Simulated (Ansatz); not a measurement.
Nb on the Al site (Nb_Al) in wurtzite AlN (start: the Al site; 96-site cell, 2×2×2 shifted sampling). Computed with PBE, PAW (plane waves to 420 eV; Ansatz, a program for electronic structure). Total energies of the localised charge states, counted from that of charge +2, and their image corrections (point charge with alignment); the host's valence-band maximum lies at 6.942 eV on the cells' energy zero and its gap is 4.03 eV.

```
charge         moment (μB)  E − E(first) (eV)  correction (eV)
------  ------------------  -----------------  ---------------
+2      not spin-polarised              0.000            1.317
+1                     1.0              9.940            0.438
0                      2.0             20.126            0.000
```

### Question
Derive the transition levels above the valence-band maximum and say which of them are thermodynamic.

### Answer
A level is the Fermi energy at which two charges have equal formation energy: ε(q/q′) = [E(q′) + corr(q′) − E(q) − corr(q)] / (q − q′) − E_VBM.
ε(+2/+1) = [(9.940 + 0.438) − (0.000 + 1.317)] / 1 − 6.942 = 2.12 eV
ε(+1/0) = [(20.126 + 0.000) − (9.940 + 0.438)] / 1 − 6.942 = 2.81 eV
Thermodynamic levels at least 0.1 eV inside the gap: (+2/+1) at 2.12 eV; (+1/0) at 2.81 eV. Corrections reach 1.32 eV, so the outer levels may be off by several tenths of an eV. Only the charges listed were compared. Charge −1 has its level within 0.1 eV of a band edge or past it. Flagged in the runs: a host whose relaxation on this sampling wasn't shown to rest, a strain field that reaches the edge of the cell.
